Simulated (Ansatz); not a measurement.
CsCl-type PdIn, treated with r²SCAN+rVV10 (PAW; Ansatz, a first-principles code).

Numerical settings: plane-wave cutoff 560 eV, 18×18×18 k mesh, Fermi–Dirac smearing 0.05 eV, scalar-relativistic PAW data made under PBE.

Cell (relaxed at this level):

Space group Pm-3m (No. 221); a = 3.252 Å, b = 3.252 Å, c = 3.252 Å, α = 90.00°, β = 90.00°, γ = 90.00°

```csv
atom,site,symmetry,x,y,z
In,1b,m-3m,0.5000,0.5000,0.5000
Pd,1a,m-3m,0.0000,0.0000,0.0000
```

Task: Predict the bulk modulus B0 and pressure derivative B′ of the bulk modulus.

Result: 
- bulk modulus B0 = 141 GPa
- pressure derivative B′ of the bulk modulus = 5.4

The run finds no gap.

Spin–orbit coupling is not included.

The result took very roughly 2.7 core-minutes.
